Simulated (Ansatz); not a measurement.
Band structure of SrAlSi (P-6m2, 3 atoms in the cell).

```
CELL_PARAMETERS angstrom
      4.24978     0.00000     0.00000
     -2.12489     3.68042     0.00000
      0.00000     0.00000     4.77950
ATOMIC_POSITIONS crystal
  Sr 0.00000 0.00000 0.00000
  Al 0.66667 0.33333 0.50000
  Si 0.33333 0.66667 0.50000
```

Level of theory: PBEsol, PAW files made with PBE (plane waves; Ansatz, a first-principles code).

Settings: kpoints.mp_grid.grid = 6 6 5; hamiltonian.xc = pbesol; hamiltonian.pseudopotentials = {kind: paw} (the program's default PAW files); scf.occupations.method = gaussian; scf.occupations.width = 0.0073 Ry; kpoints.band_path.npoints = 8.

The starting cell comes from a database of computed structures (which also holds hypothetical and non-ambient phases and stackings), without a prior relaxation at this level.

Levels in eV from the Fermi level, bands 5 to 12:
| point | 5 | 6 | 7 | 8 | 9 | 10 | 11 | 12 |
|---|---|---|---|---|---|---|---|---|
| Γ | -9.59 | -1.64 | -1.20 | -1.20 | -0.34 | 0.99 | 2.53 | 2.53 |
| M | -7.79 | -5.89 | -2.02 | -1.38 | -0.49 | 1.48 | 2.75 | 3.07 |
| K | -7.47 | -5.60 | -4.11 | -0.92 | 0.03 | 2.10 | 2.60 | 3.40 |
| A | -9.02 | -4.10 | -0.86 | -0.86 | 1.38 | 1.38 | 1.55 | 2.63 |
| L | -7.86 | -5.40 | -2.35 | -1.79 | -1.12 | 0.92 | 3.71 | 5.00 |
| H | -7.53 | -5.70 | -3.36 | -1.51 | -0.76 | 2.19 | 4.15 | 4.66 |

Bands cross the Fermi level along this path, so the cell is metallic at this level.

Keys are those of Ansatz 0.2.
